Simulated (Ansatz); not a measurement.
Structure of amorphous Ti20O43Al2 (periodic cell):

```xyz
65
Lattice="9.3868 0.0458 0.3000 0.0458 8.8066 0.1548 0.3000 0.1548 9.5979" Properties=species:S:1:pos:R:3 pbc="T T T"
Ti     1.6708     7.5338     3.8345
Ti     5.3181     0.5765     2.7394
Ti     3.1535     3.0449     1.7500
Ti     6.2059     7.2293     0.4541
Ti     8.7598     5.3389     5.3402
Ti     6.0697     2.3546     6.9230
Ti     0.7602     7.5215     8.7339
Ti     1.4022     2.0768     3.9200
Ti     3.6589     1.0242     5.8044
Ti     7.3562     1.5205     4.6151
Ti     4.2254     6.0061     2.2135
Ti     6.2416     6.5943     4.2105
Ti     4.3146     6.9546     7.4381
Ti     8.6041     4.5201     9.0558
Ti     2.6444     5.0539     9.1235
Ti     6.6981     4.0653     2.5332
Ti     1.0569     3.5124     6.5421
Ti     0.8554     1.7614     0.1257
Ti     3.7822     4.5887     5.0906
Ti     8.3769     8.5253     2.1486
O      9.0998     7.8131     7.6553
O      1.9665     2.0103     5.9178
O      4.6869     3.3993     5.9486
O      1.5376     0.3503     9.0118
O      7.2953     6.6772     5.7810
O      5.1623     4.9792     3.7173
O      7.2369     8.3787     3.7264
O      3.3304     8.1744     6.4619
O      0.7160     5.4768     9.1221
O      6.6597     3.1684     8.4303
O      6.4024     8.8259     1.3479
O      2.3593     0.4472     4.0079
O      4.3831     7.0698     0.7308
O      3.0339     3.3650     3.6450
O      4.6021     1.3650     7.3542
O      8.7267     1.3155     1.3306
O      2.8501     6.1781     3.5833
O      0.3331     2.8836     8.2982
O      6.5569     2.2517     2.9648
O      7.1824     3.0689     5.4876
O      8.3550     7.4406     0.6292
O      7.0925     5.6518     9.0956
O      7.1596     0.7742     6.3975
O      2.7450     3.1471     9.4585
O      5.9791     7.6804     8.0596
O      4.1009     1.4800     1.7831
O      5.0270     4.0471     1.3329
O      4.4103     5.1488     8.3694
O      2.7300     5.0416     1.2983
O      6.3166     6.1508     2.0172
O      9.1215     1.3805     4.2342
O      5.1288     1.0250     4.6453
O      1.4727     2.2211     2.0167
O      4.7626     6.1552     5.8323
O      8.8518     4.7655     7.1133
O      2.3881     4.6721     6.6014
O      7.9084     3.9005     1.2308
O      7.6881     5.2116     3.7855
O      2.6147     6.8456     8.4515
O      4.8318     7.6216     3.3610
O      0.6491     7.7859     2.3848
O      0.5383     6.6558     4.9505
O      0.5290     3.7753     4.7185
Al     5.7712     4.4579     9.2173
Al     7.4484     7.9098     7.0377
```

Computed with PBE, scalar-relativistic without spin-orbit coupling (plane waves to 420 eV, PAW; Ansatz, an electronic-structure program).

Preparation: random packing, a CHGNet melt and quench, and a DFT relaxation. O atoms were pushed apart under 1.9 Å during the dynamics, to hinder bonds among them. The hot cell started wider than the set density and was brought back towards it in steps. It is the lowest in DFT energy of 2 quenches. It is a model cell: composition and starting density were chosen by hand, and all elements were melted together. No dispersion term was used. Its density started from a set value of 3.56 and ended at 3.56 g/cm³. The quench (nominally 300 K/ps over its main leg) was far faster than any real one, so the model tends to hold more defects than a real film. Values belong to this one cell and scatter from quench to quench. The volume was held where the preparation left it and the shape relaxed, at a PBE pressure of 3.1 GPa. Stress components on the final sampling reach 3.1 GPa. On a 2×2×2 Γ-centred mesh force components of up to 0.15 eV/Å stay, since the relaxation ran on the zone centre alone.

Cut-offs for bonds: Ti-Ti 3.12 Å, Ti-O 2.64 Å, Ti-Al 2.89 Å, O-O 1.58 Å, O-Al 2.24 Å, Al-Al 2.66 Å. Two cations that share two anions don't count as bonded, nor two that share one unless they lie closer than Ti-Ti 3.04 Å, Ti-Al 2.81 Å, Al-Al 2.59 Å.

Q: Give the coordination numbers, mean bond lengths and angles.

A: 
```json
{
  "Mean coordination of Ti by anions": "5.65 (1 with 4, 7 with 5, 10 with 6, 2 with 7)",
  "Mean coordination of O": "2.81 (12 with 2, 27 with 3, 4 with 4)",
  "Mean coordination of Al by anions": "4.00 (2 with 4)",
  "Mean Ti-O bond": "1.978 Å (spread 0.164 Å, 113 counted)",
  "Mean O-Al bond": "1.771 Å (spread 0.019 Å, 8 counted)",
  "Bond angle at Ti": "mean 104.1°, spread 28.4°",
  "Bond angle at O": "mean 116.2°, spread 20.2°",
  "Bond angle at Al": "mean 109.4°, spread 7.9°"
}
```

Q: List the pairs of like atoms that count as bonded by the rules above.

A: There are none by these rules.
